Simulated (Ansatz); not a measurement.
The starting structures come from a database of crystals and need not be the phases stable at ambient conditions.

 Where the default PAW files enter, the runs use the earlier of Ansatz's two default sets.

By PBEsol, the system below comes out a metal.

Data:

```yaml
crystal:
  lattice:
    - [4.15700, 0.00000, 0.00000]
    - [-2.07850, 3.60007, 0.00000]
    - [0.00000, 0.00000, 3.99013]
  atoms:
    - { symbol: Y, position: [0.00000, 0.00000, 0.00000] }
    - { symbol: Si, position: [0.33333, 0.66667, 0.50000] }
    - { symbol: Si, position: [0.66667, 0.33333, 0.50000] }
```

Space group of this cell: P6/mmm. The cell is strained (lengths across the current scaled by 1.02, ions clamped); by PBEsol its mean pressure is -5.4 GPa.

The current flows along the normal of the first two printed cell vectors, the (001) (indices of the unstrained crystal) plane of the conventional cell. No spin-orbit coupling; the value is a mean over 0.1 eV about the Fermi level.

Compute, with PBEsol (Ansatz, a program for electronic structure), the ballistic conductance per area.

0.65 × 10¹⁵ S/m² for both spins.
